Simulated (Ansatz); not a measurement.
**SnTe: response to strain**

Base system: SnTe in the rock salt structure (space group Fm-3m, No. 225; a = 6.289 Å). Axes: x, y, z lie along the cube axes.

Strains are applied to the cell and any free atomic positions relax.

The values are results of PBEsol (Ansatz, a quantum-chemistry and plane-wave program; PAW; 420 eV plane waves; no spin-orbit coupling), not measurements.

Notes on the quantities. energy relative to the base: free energy F.

```tsv
change	energy relative to the base	volume per atom
base	0 meV/atom	31.09 Å³
tensor shear ε_xy = +1.71 %	+1.9 meV/atom	31.09 Å³
tensor shear ε_xy = +1.14 %	+0.9 meV/atom	31.09 Å³
tensor shear ε_xy = +1.43 %	+1.4 meV/atom	31.09 Å³
tensor shear ε_xy = +2.00 %	+2.6 meV/atom	31.08 Å³
```

Whether these cells are dynamically stable was not tested. The final runs are not spin-polarised.
